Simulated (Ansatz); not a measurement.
Input:

```
CELL_PARAMETERS angstrom
      3.90695     0.00000     0.00000
      0.00000     3.90695     0.00000
      0.00000     0.00000     3.90695
ATOMIC_POSITIONS crystal
  Sr 0.00000 0.00000 0.00000
  Ti 0.50000 0.50000 0.50000
  O  0.00000 0.50000 0.50000
  O  0.50000 0.50000 0.00000
  O  0.50000 0.00000 0.50000
```

No spin polarisation.

0.119 holes added to each cell, a density of 2.0×10^21 cm⁻³, with a uniform compensating background at fixed cell and a 300 K Fermi–Dirac width.

Level of theory: r2SCAN, PAW, 500 eV (Ansatz, a first-principles code; no SOC). k-mesh 12×12×12 (Γ-centred); smearing 0.0259 eV (Fermi–Dirac).

Q: Estimate the gap between the host's bands.

A: 2.32 eV.

Q: What is the computed Fermi level relative to the doped band's edge (positive inside the band; to 0.05 eV)?

A: +0.10 eV.

Q: What gap character does the calculation give?

A: Indirect, R → Γ.

Carriers are added with a uniform compensating background; total energy and stress of such cells depend on the potential's zero and are not compared; many-body gap narrowing is missing at this level. No phonon test of stability was made. The final runs are not spin-polarised. The cell was made from SrTiO3 in the cubic perovskite structure (space group Pm-3m, No. 221) by this change: holes 2.0×10^21 cm⁻³. Many cubic perovskites are stable only at high temperature; tilts and polar distortions were not tested.
